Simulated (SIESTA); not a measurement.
SIESTA 5.4.2, DFT, PBE, numerical atomic orbitals DZP, PseudoDojo PBE standard norm-conserving (rewritten from UPF to PSML): diamond-structure Ge with 2 Si on Ge sites, atoms displaced (Ge14Si2), unrelaxed at the host's lattice constant, 16 atoms. Basis and mesh were picked for this test and aren't claimed converged.

```text
SystemLabel siesta
NumberOfAtoms 16
NumberOfSpecies 2
%block ChemicalSpeciesLabel
  1 32 Ge
  2 14 Si
%endblock ChemicalSpeciesLabel
LatticeConstant 1.0 Ang
%block LatticeVectors
     0.000000000    5.658000000    5.658000000
     5.658000000    0.000000000    5.658000000
     5.658000000    5.658000000    0.000000000
%endblock LatticeVectors
AtomicCoordinatesFormat Fractional
%block AtomicCoordinatesAndAtomicSpecies
     0.015930000    0.995824000    0.990070000 1
     0.119708000    0.127872000    0.131176000 1
     0.990352000    0.994855000    0.505159000 1
     0.118056000    0.131239000    0.631582000 1
     0.998560000    0.489354000    0.001049000 1
     0.003762000    0.497140000    0.502159000 1
     0.126363000    0.610662000    0.633402000 1
     0.491584000    0.001095000    0.004904000 1
     0.502081000    0.993733000    0.497782000 1
     0.622813000    0.131879000    0.617555000 1
     0.503160000    0.498034000    0.005890000 1
     0.622496000    0.620892000    0.133282000 1
     0.501928000    0.498567000    0.501403000 1
     0.622492000    0.630191000    0.626589000 1
     0.128669000    0.630357000    0.116039000 2
     0.617057000    0.128438000    0.127432000 2
%endblock AtomicCoordinatesAndAtomicSpecies
XC.functional GGA
XC.authors PBE
PAO.BasisSize DZP
PAO.EnergyShift 0.01 Ry
MeshCutoff 300 Ry
%block kgrid.MonkhorstPack
  6 0 0 0.0
  0 6 0 0.0
  0 0 6 0.0
%endblock kgrid.MonkhorstPack
ElectronicTemperature 300 K
MaxSCFIterations 200
SCF.Mixer.Method Pulay
SCF.Mixer.Weight 0.25
SCF.Mixer.History 6
SCF.DM.Tolerance 1.0E-04
WriteForces true
UseTreeTimer true
Diag.ParallelOverK true
```

The program reports k-points: 132, basis orbitals: 278, electrons: 204, real-space mesh: 72×72×72.

Machine: one whole node, AMD EPYC (Zen 5), 96 cores on 1 socket, no SMT, 12 L3 cache groups.

Each time is the median wall time of two to five repeats, run one at a time on the otherwise empty machine; start-up is included. Unless noted, each process is bound to its own block of adjacent cores. The times hold for this build (conda-forge: Open MPI, OpenBLAS, ScaLAPACK, ELSI, no OpenMP). Scratch files lie in a memory file system.

The candidates, on 48 cores each, agree within 1.0 meV/atom in energy, 10 meV/Å in forces (largest component), 0.050 GPa in pressure:
A. 12 ranks × 4 threads
B. 48 ranks, 8 BLAS threads
C. 24 ranks × 2 threads
D. 2 ranks × 24 threads
E. 48 ranks

**Question.** Pick the fastest of these ways to run it.

**Answer.** B and E, at 5.2 s, level within 8 % or the scatter of repeats. At the other end D takes 7.3× as long.

```
candidate  wall time            repeats  SCF iterations
---------  ---------  -----------------  --------------
B              5.2 s  3 runs within 1 %               9
E              5.2 s  3 runs within 1 %               9
C              5.8 s  3 runs within 1 %               9
A              7.8 s  2 runs within 1 %               9
D               38 s  2 runs within 1 %               9
```

From the slowest to the fastest: The largest move is in solving for the density matrix (compute_dm): 22 s to 2.6 s. What the program resolved moves too: BlockSize from 64 to 5, ProcessorY from 2 to 6.
